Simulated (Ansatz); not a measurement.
## Ir: response to strain

Take Ir in the fcc (Cu type) structure (space group Fm-3m, No. 225; relaxed with 0.1 eV smearing) as the base.

```xyz
1
Lattice="0.0000 1.9059 1.9059 1.9059 0.0000 1.9059 1.9059 1.9059 0.0000" Properties=species:S:1:pos:R:3 pbc="T T T"
Ir     0.0000     0.0000     0.0000
```

Strains are applied to the cell and any free atomic positions relax.

All numbers come from LDA (Ansatz, a first-principles code; PAW; 420 eV plane waves; no spin-orbit coupling).

Notes on the quantities. energy relative to the base: free energy F.

| isotropic strain (%) | energy relative to the base (meV/atom) |
|---|---|
| -2.5 | 108.7 |
| -2 | 68.1 |
| -1.5 | 37.6 |
| -1 | 16.4 |
| -0.5 | 4.0 |
| 0 | 0.0 |
| 0.5 | ? |
| 1 | 15.1 |
| 2 | 58.0 |

Q: Fit ΔE = Aε² + Bε³ (ε in %) to the rows shown and predict the withheld row.

A: Least squares on the printed values gives A = 15.8 and B = -0.64 meV/atom (largest residual 0.1 meV/atom); this predicts 3.9 meV/atom, and the run gives 3.9 meV/atom, in agreement.

Whether these cells are dynamically stable was not tested. All final runs are without spin polarisation.
